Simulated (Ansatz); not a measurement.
Consider MgS in the rock salt structure (space group Fm-3m, No. 225).

```cif
data_MgS
_chemical_formula_sum 'Mg1 S1'
_space_group_name_H-M_alt 'P 1'
_space_group_IT_number 1
_cell_length_a 3.67910
_cell_length_b 3.67910
_cell_length_c 3.67910
_cell_angle_alpha 60.000
_cell_angle_beta 60.000
_cell_angle_gamma 60.000
loop_
_space_group_symop_operation_xyz
  'x, y, z'
loop_
_atom_site_label
_atom_site_type_symbol
_atom_site_fract_x
_atom_site_fract_y
_atom_site_fract_z
_atom_site_occupancy
Mg1 Mg 0.00000 0.00000 0.00000 1
S1 S 0.50000 0.50000 0.50000 1
```

All numbers come from r2SCAN, PAW, 500 eV (Ansatz, a first-principles code; no spin-orbit coupling).

One change was made to it. Results:

```json
[
 {"quantity": "band gap", "base": "3.46 eV", "after": "3.52 eV"},
 {"quantity": "hole mass (degenerate bands, along [100])", "base": "0.28, 0.93, 0.93 mₑ (at Γ)", "after": "0.28, 0.91, 0.91 mₑ (at Γ)"},
 {"quantity": "volume per atom", "base": "17.61 Å³", "after": "17.17 Å³"},
 {"quantity": "smallest direct gap", "base": "4.64 eV", "after": "4.86 eV"}
]
```

Task: Which of these changes matches the shifts?
A. pressure 9 GPa
B. pressure 0.9 GPa
C. pressure 30 GPa
D. pressure 15 GPa
E. pressure 2.1 GPa

Result: E, pressure 2.1 GPa. For comparison, the hole mass in the other runs: pressure 15 GPa gives 0.30, 0.80, 0.80 mₑ (at Γ); pressure 9 GPa gives 0.29, 0.84, 0.84 mₑ (at Γ); pressure 0.9 GPa gives 0.28, 0.92, 0.92 mₑ (at Γ); pressure 30 GPa gives 0.30, 0.72, 0.72 mₑ (at Γ).

Load acts through the strain it causes; cell and atoms are relaxed under it. Masses are band curvatures over ±0.01 Å⁻¹ around the edge. Stability against distortions was not tested. No other phases were tried under pressure.
